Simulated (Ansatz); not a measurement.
Results of PBEsol in Ansatz (PAW) for MgAl2C2 (P-3m1, No. 164, 5 atoms in the cell; start mp-9514).

Numerical settings: plane-wave cutoff 500 eV, 18×18×8 k mesh (along the axes of the cell as run), Fermi–Dirac smearing 0.05 eV, scalar-relativistic PAW data made under PBE.

Cell (relaxed at this level):

```xyz
5
Lattice="3.3754 0.0000 0.0000 -1.6877 2.9232 0.0000 0.0000 0.0000 5.7735" Properties=species:S:1:pos:R:3 pbc="T T T"
Mg     0.0000     0.0000     0.0000
Al     1.6877     0.9744     2.0202
Al     0.0000     1.9488     3.7533
C      0.0000     1.9488     1.5551
C      1.6877     0.9744     4.2184
```

Give the computed band gap.


* **band gap**: 1.71 eV (on the SCF k mesh)

Note: the relaxation could not lower the start's symmetry, so the cell can be a saddle point above a distorted one.

A start named mp-… is a Materials Project structure, which need not be a measured phase.

Ansatz is a first-principles code.
